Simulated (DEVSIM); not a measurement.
Device: abrupt Si p-n junction, at 400 K.

Layer 1 from the left is Si, thickness (μm) 1.80, Na (cm⁻³) 4.2e18, τn (s) 3.2e-6, τp (s) 3.2e-6. Layer 2 from the left is Si, thickness (μm) 37.0, Nd (cm⁻³) 6.2e14, τn (s) 3.2e-6, τp (s) 3.2e-6.

Left contact: ohmic. Right contact: ohmic. Voltage is applied to the left contact. Recombination: SRH at mid-gap, Auger. Mobility is μmin + (μ − μmin)/(1 + (N/Nref)^α).

This is a model device: material constants are rounded textbook-type values typed into the input, and sizes, dopings and lifetimes were drawn at random. Values at 300 K; Nc and Nv go as T^1.5, mobilities as T to minus their exponent, the gap by Varshni's rule with the affinity fixed.

Si: gap (eV) 1.124, affinity (eV) 4.05, permittivity 11.7, Nc (cm⁻³) 2.86e19, Nv (cm⁻³) 3.1e19, μn (cm²/Vs) 1417, μp (cm²/Vs) 470, μn,min 52, μp,min 45, Nref,n 9.7e16, Nref,p 2.2e17, αn 0.68, αp 0.72, T exponent of μn 2.3, T exponent of μp 2.2, Cn (cm⁶/s) 2.8e-31, Cp (cm⁶/s) 9.9e-32, Varshni α (eV/K) 0.000473, Varshni β (K) 636.

Model (solved in DEVSIM): 1D drift-diffusion, Boltzmann statistics, complete ionisation; no tunnelling, impact ionisation, image-force lowering or self-heating.

Dark forward current:

| |V| (V) | |J| (A/cm²) |
|---|---|
| 0.05 | 7.842e-5 |
| 0.10 | 0.0004026 |
| 0.15 | 0.001757 |
| 0.20 | 0.007375 |
| 0.25 | 0.02968 |
| 0.30 | 0.1085 |
| 0.35 | 0.3413 |
| 0.40 | 0.9291 |
| 0.45 | 2.270 |
| 0.50 | 5.163 |
| 0.55 | 11.22 |
| 0.60 | 23.60 |
| 0.65 | 48.27 |
| 0.70 | 94.99 |
| 0.75 | 176.3 |
| 0.80 | 302.3 |
| 0.85 | 474.0 |
| 0.90 | 681.7 |
| 0.95 | 908.0 |
| 1.00 | 1134 |
| 1.05 | 1344 |
| 1.10 | 1532 |
| 1.15 | 1699 |
| 1.20 | 1847 |
| 1.25 | 1981 |
| 1.30 | 2104 |

Question: Work out the local ideality factor n = ΔV / (kT/q · ln(J2/J1)) between the rows 0.15 and 0.20 V, 1.25 and 1.30 V.

Answer: kT/q = 34.47 mV. From 0.15 to 0.20 V: ln(0.007375/0.001757) = 1.434, n = 1.01, near the 1 of diffusion or emission over a barrier. From 1.25 to 1.30 V: ln(2104/1981) = 0.060, n = 24.08.

Question: Estimate the current at 0.20 V from the Shockley equation with J0 = Σ q ni² D/(N L) coth(W/L), τ joining the SRH, radiative and Auger lifetimes that are on, and W taken as the whole layer.

Answer: ni² = 3.22e25 cm⁻⁶; electrons in the p layer: μ = 77.3 cm²/Vs, D = 2.66 cm²/s, τ = 4.86e-7 s, L = 11.4 μm, W/L = 0.16, term 1.83e-8 A/cm²; holes in the n layer: μ = 246 cm²/Vs, D = 8.49 cm²/s, τ = 3.20e-6 s, L = 52.1 μm, W/L = 0.71, term 2.22e-5 A/cm². J0 = 2.22e-5 A/cm², and J = J0 exp(qV/kT) = 0.00736 A/cm². The simulation gives 0.00737 A/cm², the same within the digits that matter. The estimate leaves out recombination in the depletion region and that region's share of W.
